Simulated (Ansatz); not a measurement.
Functionals compared on a constructed model of the (0001) surface of 4H silicon carbide, Si-terminated, (√3x√3)R30° In adatom at H3 (bottom of the slab: 3 H on 3 bottom sites), in Ansatz (plane waves, PAW). The structure was relaxed with PBE; the other rows are single points on it. Cutoff 420 eV (500 eV for r2SCAN). HSE06 used the coarser mesh 4x4x1.

Model: 28-atom slab, 11.3 Å thick at the start with caps and adatoms (thin: gaps and levels are the slab's own), 6x6x1 mesh, Fermi-Dirac 0.025 eV, dipole correction, 6 atoms held, the rest relaxed; held to the start's symmetry, so lower structures may exist; no spin, no spin-orbit, no U. In PBE it lies 0.11 eV a 1x1 cell over the lowest computed structure of the same composition ((√3x√3)R30° In adatom at T4). These notes are the PBE run's.

```csv
functional,gap of the slab on its k-mesh (eV),highest filled level below the top vacuum level (eV),rough cost of the single point
PBE,0.78,3.88,–
r2SCAN,___,___,roughly 40 core-seconds
```

**Question.** What belongs in the gaps?

**Answer.** 
- r2SCAN, gap of the slab on its k-mesh (eV): 0.94
- r2SCAN, highest filled level below the top vacuum level (eV): 4.02

Ansatz is a first-principles code.
